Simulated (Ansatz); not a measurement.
Ta, response to strain

The parent structure is Ta in the bcc (W type) structure (space group Im-3m, No. 229; a = 3.282 Å; relaxed with 0.1 eV smearing). Axes: x, y, z lie along the cube axes.

Strains are applied to the cell and any free atomic positions relax; under biaxial strain the out-of-plane vector relaxes too; under stress the whole cell relaxes.

Level of theory: plane-wave PAW DFT at the PBEsol level (Ansatz, a quantum-chemistry and plane-wave program, 420 eV), no spin-orbit coupling, earlier PAW set.

Notes on the quantities. energy relative to the base: free energy F.

| change | energy relative to the base | volume per atom | space group |
|---|---|---|---|
| base | 0 meV/atom | 17.68 Å³ | Im-3m (No. 229) |
| biaxial strain −4.13 %, plane normal [110], relaxed out of plane | +61 meV/atom | 17.02 Å³ | Fmmm (No. 69) |
| biaxial strain +3.89 %, plane normal [110], relaxed out of plane | [?] | 18.24 Å³ | Fmmm (No. 69) |
| isotropic strain +2.91 % | +80 meV/atom | 19.27 Å³ | Im-3m (No. 229) |
| uniaxial strain ε_yy = +4.80 % | [?] | 18.53 Å³ | I4/mmm (No. 139) |
| uniaxial strain ε_zz = −1.28 % | [?] | 17.45 Å³ | I4/mmm (No. 139) |
| uniaxial stress, 3 GPa tension along x | +3.2 meV/atom | [?] | I4/mmm (No. 139) |
| uniaxial stress, 1 GPa tension along x | +0.3 meV/atom | 17.71 Å³ | I4/mmm (No. 139) |
| uniaxial stress, 1 GPa tension along z | +0.3 meV/atom | 17.71 Å³ | I4/mmm (No. 139) |
| tensor shear ε_yz = −2.94 % | +14 meV/atom | 17.67 Å³ | Fmmm (No. 69) |

Problem. Complete the table.

Solution. 
- biaxial strain +3.89 %, plane normal [110], relaxed out of plane, energy relative to the base: +40 meV/atom
- uniaxial strain ε_yy = +4.80 %, energy relative to the base: +33 meV/atom
- uniaxial strain ε_zz = −1.28 %, energy relative to the base: +2.6 meV/atom
- uniaxial stress, 3 GPa tension along x, volume per atom: 17.77 Å³

Stability under load was not tested beyond the relaxation. All final runs are without spin polarisation.
